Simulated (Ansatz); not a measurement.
Start from Ir in the fcc (Cu type) structure (space group Fm-3m, No. 225; a = 3.8118 Å; relaxed with 0.1 eV smearing). Axes: x, y, z lie along the cube axes.

Computed with LDA/PAW in Ansatz (a first-principles code), spin-orbit coupling left out.

Base values:

```
Item                            Result
-----------------------------  -------
Pressure                       0.0 GPa
Shortest interatomic distance  2.695 Å
```

It is then changed as follows: the cell is stretched by 2.50 % along z with no lateral relaxation; the atoms relax in the strained cell.

Q: Estimate the effect on the energy relative to the base, pressure and shortest interatomic distance.

A: The energy goes up by 17 meV/atom; the pressure (mean of the normal stresses, compression positive) goes from zero to -9.2 GPa; the shortest interatomic distance stays 2.695 Å.

No phonon test of stability was made. The final runs are not spin-polarised.
